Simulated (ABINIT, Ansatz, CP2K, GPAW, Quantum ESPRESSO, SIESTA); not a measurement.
# ScAl3 (Pm-3m, 4 atoms in the cell) computed with different codes at matched settings

Self-consistent single point.

```yaml
crystal:
  lattice:
    - [3.99788, 0.00000, 0.00000]
    - [0.00000, 3.99788, 0.00000]
    - [0.00000, 0.00000, 3.99788]
  atoms:
    - { symbol: Sc, position: [0.00000, 0.00000, 0.00000] }
    - { symbol: Al, position: [0.50000, 0.00000, 0.50000] }
    - { symbol: Al, position: [0.00000, 0.50000, 0.50000] }
    - { symbol: Al, position: [0.50000, 0.50000, 0.00000] }
```

All programs got the same cell, k-point mesh and kind of occupations (in Ansatz's words: kpoints.mp_grid.grid = 7 7 7; scf.occupations.method = fermi_dirac; scf.occupations.width = 0.0073 Ry); potentials, basis and cutoffs are each program's usual ones.

| code | model | pressure (GPa) | k-points | cutoff |
|---|---|---|---|---|
| CP2K | PBE, GPW, DZVP-MOLOPT-PBE-GTH basis, GTH-PBE potentials (POTENTIAL_UZH) | 8.03 | 172 | grid 600 Ry |
| SIESTA | GGA PBE, numerical atomic orbitals DZP, PseudoDojo PBE standard norm-conserving potentials (rewritten from UPF to PSML) | 7.14 | 172 | grid 300 Ry |
| Ansatz | PBE, default PAW files | 8.09 | 20 | default |
| GPAW | PBE, GPAW PAW datasets PBE (gpaw-data 1.0.1) | 8.22 | 20 | 850 eV |
| Quantum ESPRESSO | PBE, PSlibrary ultrasoft (PBE) pseudopotentials | 7.70 | 20 | 55 Ry |
| ABINIT | PBE, PAW (JTH v2.0 PBE PAW) | 8.08 | 20 | 30 Ha |

The spread over the programs that give each value: pressure within 1.08 GPa.

The starting cell comes from a database of computed structures (which also holds hypothetical and non-ambient phases and stackings), without a prior relaxation at this level. Its lattice was rescaled by a random factor within 2.5 % of one. On Ansatz's run: In the base run, with a pressure of about 8 GPa the cell is away from its equilibrium volume at this level.

### Question
Why do the programs differ, and what cannot be compared?

### Answer
Differences of this kind can come from the potentials, where these differ, and from what each basis and cutoff leave unconverged. The zero of total energies and Fermi levels follows the potentials and each program's conventions, so they are not compared here. CP2K and SIESTA use small atom-centred bases, whose incompleteness enters pressures, forces and empty levels differently from a plane-wave cutoff. Ansatz's pressure is given at a fixed set of plane waves, as the other plane-wave codes print theirs; with its correction for the finite basis it is 8.15 GPa. Ansatz's smearing width was typed in Ry to four decimals, so it matches the others to a few per cent. The programs reduce the same mesh by symmetry to different extents, which changes the work and not the result.

Left out of this page: Elk and FLEUR (not drawn, or without a comparable value).

Ansatz is a quantum-chemistry and plane-wave program.

Keys are those of Ansatz 0.2.
